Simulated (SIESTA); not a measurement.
Variants of one calculation on Te₄MoW₃S₄ (P3m1, 12 atoms in the cell)

```
CELL_PARAMETERS angstrom
      3.28132     0.00000     0.00000
     -1.64066     2.84171     0.00000
      0.00000     0.00000    39.04742
ATOMIC_POSITIONS crystal
  Te 0.00000 0.00000 0.32780
  Te 0.33333 0.66667 0.42343
  Te 0.33333 0.66667 0.51853
  Te 0.00000 0.00000 0.23310
  Mo 0.33333 0.66667 0.28046
  W  0.00000 0.00000 0.09377
  W  0.00000 0.00000 0.47100
  W  0.33333 0.66667 0.65771
  S  0.00000 0.00000 0.69568
  S  0.33333 0.66667 0.05580
  S  0.33333 0.66667 0.13181
  S  0.00000 0.00000 0.61967
```

Base run A: SIESTA with GGA PBEsol, numerical atomic orbitals DZP, PseudoDojo PBEsol standard norm-conserving potentials (rewritten from UPF to PSML), self-consistent single point.

Its settings: XC.functional = GGA; XC.authors = PBEsol; potentials = PseudoDojo PBEsol standard; PAO.BasisSize = DZP; PAO.EnergyShift = 0.01 Ry; MeshCutoff = 400 Ry; kgrid.MonkhorstPack = 12 12 1 shifted by 0.5 0.5 0.5; OccupationFunction = FD; ElectronicTemperature = 580.23 K; MaxSCFIterations = 150; SCF.Mixer.Method = Pulay; SCF.Mixer.Weight = 0.1; SCF.Mixer.History = 8; SCF.DM.Tolerance = 1.0E-05.

The starting cell comes from a database of computed structures (which also holds hypothetical and non-ambient phases and stackings), without a prior relaxation at this level. Its lattice was rescaled by a random factor within 2.5 % of one. Spin-orbit coupling is off. Spin polarisation is off. Values carry the incompleteness of an atom-centred basis. In the base run, with a pressure of about 4 GPa the cell is away from its equilibrium volume at this level. In the base run, forces exceed 1 eV/Å. Another mesh or the band path of this cell gives a smaller gap, so this value is not converged in the mesh.

ΔF is the free energy per atom less that of run A. A dash stands where there is no value to compare (another energy zero or no entropy term, no result, no spin, no clean gap, or a mesh too coarse for one). Absolute energies have different zeros for different potentials, functionals, Hubbard and dispersion terms and are not compared across them.

Run A gave: pressure (GPa) 4.34; largest force (eV/Å) 1.476; gap on the mesh (eV) 0.109; k-points 72; valence electrons 144.

Runs:
- B: XC.authors: PBEsol → BLYP; pseudopotentials: PseudoDojo PBEsol standard → PseudoDojo PBE standard [GGA BLYP]
- C: MeshCutoff: 400 Ry → 320 Ry
- D: kgrid.MonkhorstPack: 12 12 1 shifted by 0.5 0.5 0.5 → 13 13 1 shifted by 0.5 0.5 0.5
- E: 1 x 2 x 1 supercell, mesh divided to match; kgrid.MonkhorstPack: 12 12 1 shifted by 0.5 0.5 0.5 → 12 6 1 shifted by 0.5 0.5 0.5
- F: MaxSCFIterations: 150 → 300; SCF.Mixer.History: 8 → 15
- G: MaxSCFIterations: 150 → 300; SCF.Mixer.Method: Pulay → Broyden; SCF.Mix: default → density
- H: PAO.Polarization.NonPerturbative: default → true
- I: MaxSCFIterations: 150 → 300; SCF.Mixer.Weight: 0.1 → 0.05

Q: What does run H change against A?

A: The free energy goes up by 14.8 meV/atom, the pressure goes from 4.34 to 4.54 GPa, the largest force goes from 1.476 to 1.489 eV/Å and the gap on the mesh goes from 0.109 to 0.125 eV.

Q: What does run D change against A?

A: The free energy hardly moves (within 1 meV/atom), the pressure moves little (4.34 to 4.33 GPa), the largest force moves little (1.476 to 1.478 eV/Å) and the gap on the mesh goes from 0.109 to 0.023 eV.

| run | ΔF (meV/atom) | pressure (GPa) | largest force (eV/Å) | gap on the mesh (eV) | k-points | valence electrons |
|---|---|---|---|---|---|---|
| A | 0.00 | 4.34 | 1.476 | 0.109 | 72 | 144 |
| B | – | 12.27 | 2.303 | 0.102 | 72 | 144 |
| C | -1.36 | 4.34 | 1.463 | 0.109 | 72 | 144 |
| D | -0.08 | 4.33 | 1.478 | 0.023 | 91 | 144 |
| E | 0.00 | 4.34 | 1.476 | 0.109 | 36 | 288 |
| F | 0.00 | 4.34 | 1.476 | 0.109 | 72 | 144 |
| G | 0.00 | 4.34 | 1.476 | 0.109 | 72 | 144 |
| H | 14.8 | 4.54 | 1.489 | 0.125 | 72 | 144 |
| I | 0.00 | 4.34 | 1.476 | 0.109 | 72 | 144 |
